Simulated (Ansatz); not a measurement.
The structure below was relaxed with PBEsol (Ansatz, a program for electronic structure; PAW; 420 eV plane waves; no spin-orbit coupling).

```
CELL_PARAMETERS angstrom
      0.00000     2.69984     2.69984
      2.69984     0.00000     2.69984
      2.69984     2.69984     0.00000
ATOMIC_POSITIONS crystal
  Be 0.00000 0.00000 0.00000
  Si 0.25000 0.25000 0.25000
  Si 0.75000 0.75000 0.75000
```

Problem. Find the space group and the Wyckoff positions.

Solution. Space group Fm-3m (No. 225); a = b = c = 5.3997 Å, α = β = γ = 90.00°

```tsv
atom	site	symmetry	x	y	z
Be	4a	m-3m	0.0000	0.0000	0.0000
Si	8c	-43m	0.2500	0.2500	0.2500
```

Problem. Describe the coordination.

Solution. The crystal has 12 atoms in its conventional cell. Cell: a = b = c = 5.3997 Å, α = β = γ = 90.00°. Be is surrounded by 8 Si at 2.338 Å (cubic). Si is surrounded by 4 Be at 2.338 Å and 6 Si at 2.700 Å. (Neighbours: up to the widest gap in distance over summed covalent radii, below 1.35, at either atom; cation-cation and far metal-metal contacts left out.)

Whether these cells are dynamically stable was not tested. The final runs are not spin-polarised. The cell was made from NiSi2 by this change: Ni → Be; the result is a hypothetical phase, not in the database extracts checked.
